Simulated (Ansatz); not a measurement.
The parent structure is Cu3N (space group Pm-3m, No. 221).

```
CELL_PARAMETERS angstrom
      3.72085     0.00000     0.00000
      0.00000     3.72085     0.00000
      0.00000     0.00000     3.72085
ATOMIC_POSITIONS crystal
  Cu 0.50000 0.00000 0.00000
  Cu 0.00000 0.50000 0.00000
  Cu 0.00000 0.00000 0.50000
  N  0.00000 0.00000 0.00000
```

Calculations: Kohn–Sham DFT with the LDA functional, run in Ansatz (a program for electronic structure) with PAW and 420 eV plane waves, scalar-relativistic without spin-orbit coupling.

Before the change:

- Lattice parameter a: 3.721 Å

It is then changed as follows: a hydrostatic pressure of 15 GPa.

What happens to the lattice parameter a?

The lattice parameter a decreases by 0.102 Å to 3.619 Å.

Load acts through the strain it causes; cell and atoms are relaxed under it. Whether these cells are dynamically stable was not tested. Competing high-pressure phases were not computed. The final runs are not spin-polarised.
